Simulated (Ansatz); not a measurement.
The structure below was relaxed with plane-wave PAW DFT at the PBEsol level (Ansatz, a first-principles code, 420 eV), no SOC, at pressure −1 GPa.

```
CELL_PARAMETERS angstrom
      5.01297     0.00000     0.00000
     -2.50649     4.34136     0.00000
      0.00000     0.00000     5.49581
ATOMIC_POSITIONS crystal
  Si 0.47732 0.00000 0.83333
  Si 0.00000 0.47732 0.16667
  Si 0.52268 0.52268 0.50000
  O  0.41504 0.25438 0.70418
  O  0.74562 0.16066 0.03751
  O  0.83934 0.58496 0.37084
  O  0.16066 0.74562 0.96249
  O  0.25438 0.41504 0.29582
  O  0.58496 0.83934 0.62916
```

### Question
Find the space group and the Wyckoff positions.

### Answer
Space group P3₁21 (No. 152); a = b = 5.013 Å, c = 5.496 Å, α = β = 90.00°, γ = 120.00°

```
atom  site  symmetry       x       y       z
----  ----  --------  ------  ------  ------
Si      3b       .2.  0.5227  0.5227  0.5000
O       6c         1  0.7456  0.1607  0.0375
```

### Question
Describe the coordination.

### Answer
The crystal has 9 atoms in its conventional cell. Conventional cell: a = b = 5.0130 Å, c = 5.4958 Å, α = β = 90.00°, γ = 120.00°. Si is coordinated by 4 O at 1.620–1.623 Å (tetrahedral). O has 2 Si at 1.620–1.623 Å (bent). (Neighbours: up to the widest gap in distance over summed covalent radii, below 1.35, at either atom.)

Load acts through the strain it causes; cell and atoms are relaxed under it. Stability against distortions was not tested. The cell was made from SiO$_{2}$ (space group P3_121, No. 152) by this change: pressure −1 GPa.
